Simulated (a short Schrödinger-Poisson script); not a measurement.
Stack: MOS inversion layer, SiO2 on p-type Si(100), at 400 K.

From the gate side: 3.8 nm SiO2; 440 nm Si, acceptors 9.4e17 cm⁻³.

Constants are typed, rounded textbook-type inputs, not results; the design itself was drawn at random and stands for no fabricated device. SiO2: permittivity 3.9, conduction-band edge (eV) 3.15, gap (eV) 9, electron mass (mₑ) 0.5. Si: permittivity 11.7, conduction-band edge (eV) 0, gap (eV) 1.124, Nv at 300 K (cm⁻³) 3.1e19.

Channel valleys (confinement mass, in-plane density-of-states mass, number): Δ2 0.916, 0.19, 2; Δ4 0.19, 0.417, 4. At the gate the conduction-band edge of layer 1 lies 3.68 eV − eVg above the Fermi level of the channel; the field vanishes at the back. Gaps are held at their typed values at every temperature. Mesh 0.03 nm at interfaces.

From a short Schrödinger-Poisson script (our own, NumPy): 1D Poisson equation in equilibrium, electrons quantum, Hartree (BenDaniel-Duke, 12 states a valley, the channel's in-plane mass for all, wave functions free to enter the dielectric), parabolic valleys, classical holes, full ionisation, no traps, pinning or gate leakage.

| Vg (V) | electrons (cm⁻²) | C (μF/cm²) | Δ2 E0 (meV from the Fermi level) | Δ4 E0 (meV from the Fermi level) |
|---|---|---|---|---|
| 0.9 | 3.88e9 | 0.243 | 274.4 | 330.2 |
| 1.05 | 6.58e10 | 0.348 | 175.3 | 233.6 |
| 1.2 | 3.97e11 | 0.590 | 111.7 | 172.5 |
| 1.35 | 9.59e11 | 0.700 | 79.4 | 142.7 |
| 1.5 | 1.61e12 | 0.746 | 59.6 | 125.3 |
| 1.65 | 2.31e12 | 0.771 | 45.4 | 113.3 |
| 1.8 | 3.03e12 | 0.786 | 34.1 | 104.2 |
| 1.95 | 3.76e12 | 0.797 | 24.8 | 97.0 |
| 2.1 | 4.51e12 | 0.804 | 16.7 | 90.9 |
| 2.25 | 5.26e12 | 0.811 | 9.5 | 85.6 |
| 2.4 | 6.02e12 | 0.815 | 3.0 | 81.0 |
| 2.55 | 6.78e12 | 0.820 | -3.0 | 76.9 |
| 2.7 | 7.55e12 | 0.823 | -8.5 | 73.1 |
| 2.85 | 8.32e12 | 0.826 | -13.7 | 69.6 |
| 3 | 9.09e12 | 0.829 | -18.6 | 66.4 |
| 3.15 | 9.87e12 | 0.831 | -23.3 | 63.4 |
| 3.3 | 1.06e13 | 0.833 | -27.7 | 60.5 |

Gate voltages with under 1e9 electrons/cm² are left out.

Problem. At Vg = 3.3 V the lowest Δ2 subband lies at -27.7 meV from the Fermi level. How many electrons does it hold, and what share of all?

Solution. The two-dimensional density of states is g m/(πħ²) = 1.59e11 cm⁻² meV⁻¹ (both spins), kT = 34.5 meV, so n = D kT ln(1 + exp(−E/kT)) = 6.42e12 cm⁻², 0.60 of the 1.06e13 cm⁻² in all.

Problem. Compare the slope of the sheet density between 3 and 3.3 V with the geometric capacitance of the layers between gate and channel.

Solution. q Δn/ΔV = 0.806 μF/cm²; ε0/Σ(t/ε) = 0.909 μF/cm². The ratio is 0.89: the channel acts as a further capacitance in series.
